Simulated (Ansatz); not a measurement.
Zinc-blende BeS was calculated with LDA (Ansatz, an electronic-structure program, plane waves, PAW).

Settings: plane-wave cutoff 520 eV, 12×12×12 k mesh, Fermi–Dirac smearing 0.01 eV, scalar-relativistic PAW data made under PBE.

The volume scan:

```csv
V (Å³/atom),E − E_lowest (meV/atom)
12.965,17.42
13.241,7.48
13.517,1.80
13.793,0.00
14.068,1.72
14.344,6.63
14.620,14.46
```

Task: What bulk modulus B0 and pressure derivative B′ does a third-order Birch–Murnaghan fit give?

Result: V0 = 13.792 Å³/atom, B0 = 102 GPa, B′ = 3.8 (fit to the energies at full precision).

Measured, for comparison: bulk modulus 105 GPa (room temperature, no zero-point or thermal correction; as tabulated in Narayana, Nesamony, Ruoff, Phys. Rev. B 56, no. 22 (1997)); equilibrium volume per atom 14.44 Å³/atom (room temperature, no zero-point or thermal correction; as tabulated in Narayana, Nesamony, Ruoff (BeS at high pressure; core.ac.uk copy)). Computed less measured: bulk modulus -2.9 %, equilibrium volume per atom -4.5 %.

Computed values are for the static lattice.
